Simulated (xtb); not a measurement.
xtb 6.7.1, GFN2-xTB: CN(C)[SiH2]C#C[SiH2]Cl, 18 atoms. The geometry is a generated start, not checked to be a minimum at this level.

```
Quantity                                                                                                       Result
------------------------  -------------------------------------------------------------------------------------------
method                                                                                                       GFN2-xTB
--acc                                                                                                     1 (default)
--etemp (K)                                                                                             300 (default)
detailed input (--input)  none: ANC optimiser, Lindh (1995) Hessian, microcycle=20, maxdispl=1.0, hlow=0.01 (default)
basis functions                                                                                                    60
valence electrons                                                                                                  46
```

```xyz
18

Si     3.6546    -0.3666    -1.3300
Cl     2.9511    -2.0065    -2.2966
C      2.2440     0.3632    -0.3897
C      1.2912     0.8127     0.2113
Si    -0.3006     1.3102     1.0458
N     -1.5985     0.2500     0.6488
C     -1.6803    -1.0672     1.2279
C     -2.2375     0.3161    -0.6410
H      4.7044    -0.7962    -0.4090
H      4.1365     0.5807    -2.3308
H     -0.6886     2.6368     0.5620
H     -0.1116     1.2091     2.4934
H     -1.1184    -1.8071     0.6449
H     -1.2816    -1.0502     2.2398
H     -2.7251    -1.3881     1.2669
H     -2.2454     1.3438    -0.9975
H     -3.2698    -0.0363    -0.5597
H     -1.7243    -0.3045    -1.3864
```

The structure is relaxed from this start with --opt LEVEL for the levels crude, sloppy, loose, lax, normal, tight, vtight, extreme, once each. Up to the end of the extreme run atoms move by at most 0.23 Å along an axis.

Question: Which level is enough to come within 1 meV of the tightest end point?

Answer: normal: 14 cycles against 34, ending 0.41 meV above.

```json
[
 {"level": "crude", "cycles": "1", "energy above the extreme run (meV)": "5.0", "gradient norm (eV/Å)": "0.11"},
 {"level": "sloppy", "cycles": "1", "energy above the extreme run (meV)": "5.0", "gradient norm (eV/Å)": "0.11"},
 {"level": "loose", "cycles": "1", "energy above the extreme run (meV)": "5.0", "gradient norm (eV/Å)": "0.11"},
 {"level": "lax", "cycles": "1", "energy above the extreme run (meV)": "5.0", "gradient norm (eV/Å)": "0.11"},
 {"level": "normal", "cycles": "14", "energy above the extreme run (meV)": "0.41", "gradient norm (eV/Å)": "0.015"},
 {"level": "tight", "cycles": "21", "energy above the extreme run (meV)": "0.058", "gradient norm (eV/Å)": "0.0053"},
 {"level": "vtight", "cycles": "30", "energy above the extreme run (meV)": "under 0.01", "gradient norm (eV/Å)": "0.0022"},
 {"level": "extreme", "cycles": "34", "energy above the extreme run (meV)": "—", "gradient norm (eV/Å)": "0.0021"}
]
```
